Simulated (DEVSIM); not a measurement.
Structure: abrupt InP p-n junction, at 350 K.

Layer 1 from the left is InP, thickness (μm) 0.240, Na (cm⁻³) 9.2e16, τn (s) 6.7e-9, τp (s) 6.7e-9. Layer 2 from the left is InP, thickness (μm) 120, Nd (cm⁻³) 2.5e14, τn (s) 6.7e-9, τp (s) 6.7e-9.

Left contact: ohmic. Right contact: ohmic. Voltage is applied to the left contact. Recombination: SRH at mid-gap. Mobility is μmin + (μ − μmin)/(1 + (N/Nref)^α).

Constants are typed, rounded textbook-type inputs, not results; the design itself was drawn at random and stands for no fabricated device. Values at 300 K; Nc and Nv go as T^1.5, mobilities as T to minus their exponent, the gap by Varshni's rule with the affinity fixed.

InP: gap (eV) 1.344, affinity (eV) 4.38, permittivity 12.5, Nc (cm⁻³) 5.7e17, Nv (cm⁻³) 1.1e19, μn (cm²/Vs) 5200, μp (cm²/Vs) 170, μn,min 400, μp,min 10, Nref,n 3e17, Nref,p 4.9e17, αn 0.47, αp 0.62, T exponent of μn 2, T exponent of μp 2, Varshni α (eV/K) 0.000363, Varshni β (K) 162.

Estimate by hand the built-in potential, the peak field at zero bias, the capacitance at -6 V, and compare with a numerical solution.


- Built-in potential: ni = √(Nc Nv) exp(−Eg/2kT) = 8.69e8 cm⁻³ with Eg = 1.328 eV; Vbi = kT/q ln(Na Nd/ni²) = 0.936 V; numerical 0.936 V.
- Peak field at zero bias: depletion approximation: W = √(2εVbi/(qN)) = 2.28 μm with N = 2.49e14 cm⁻³; field = 2Vbi/W = 8220 V/cm; numerical 18300 V/cm (estimate below by 55 %).
- Capacitance at -6 V: C = √(qεN / 2(Vbi + |V|)) = 1.79 nF/cm²; numerical 1.80 nF/cm² (estimate below by 0.56 %).

Simulated with DEVSIM: 1D drift-diffusion, Boltzmann statistics, complete ionisation; no tunnelling, impact ionisation, image-force lowering or self-heating.
